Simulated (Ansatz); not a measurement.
Here is the system:

```
Ge
1.0
    0.00000     2.79473     2.87038
    2.79473     0.00000     2.87038
    2.79473     2.79473     0.00000
Ge
2
Direct
  0.50000   0.50000   0.50000
  0.75000   0.75000   0.75000
```

These are PBEsol, rigid bands (plane waves, PAW, scalar-relativistic; Ansatz, a quantum-chemistry and plane-wave program) values and carry that method's errors. Condition of this run: biaxial stress xx = yy = 2 GPa (compression positive) (the target of the relaxation). How the cell was made: cell and atoms relaxed with PBEsol, then loaded as said.

**Question.** Is this a good metal at this level?

**Answer.** No. No gap shows, but r2SCAN opens one on the same cell, so the missing gap may be the functional's error (that test had no spin-orbit coupling). N(E_F) = 0.0077 states/eV a cell at 300 K and the Drude plasma energy along the best axis is 0.23 eV, several times under that of a simple or noble metal.

Spin-orbit coupling is left out; it can open or close a small gap.
